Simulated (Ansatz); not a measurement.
We consider TaN (model structure, started from the NbAs type, I4₁md, No. 109, 4 atoms in the cell), described by LDA (plane waves, PAW; Ansatz, a program for electronic structure).

Numerical settings: plane-wave cutoff 520 eV, 18×18×18 k mesh, Fermi–Dirac smearing 0.01 eV, scalar-relativistic PAW data made under PBE.

Cell (relaxed at this level):

TaN is taken in the tetragonal space group I4₁md (No. 109), Pearson symbol tI8. Cell: a = b = 2.870 Å, c = 10.136 Å, α = β = γ = 90.00°. Ta on 4a is surrounded by 6 N at 2.192–2.229 Å (trigonal prismatic). N on 4a is coordinated by 6 Ta at 2.192–2.229 Å (trigonal prismatic). (Neighbours: up to the widest gap in distance over summed covalent radii, below 1.35, at either atom; cation-cation and far metal-metal contacts left out.)
(The calculation used a cell of 4 atoms; values per cell refer to that cell.)

Q: Predict the band gap, Γ–Γ gap and bulk modulus B0.

A: 
* **band gap**: 0.61 eV (on the SCF k mesh)
* **Γ–Γ gap**: 5.10 eV
* **bulk modulus B0**: 381 GPa

Note: the bulk modulus is −V dP/dV from two relaxed cells at ±2 % in volume; the relaxation could raise the start's symmetry but not lower it, so the cell can be a saddle point.

Spin–orbit coupling is not included.

Computing time: about 3 core-minutes (a rough figure).

A model structure was made by putting elements into a prototype or built by hand; it is no filed structure, need not be a known phase, and can be a saddle point held by its symmetry.
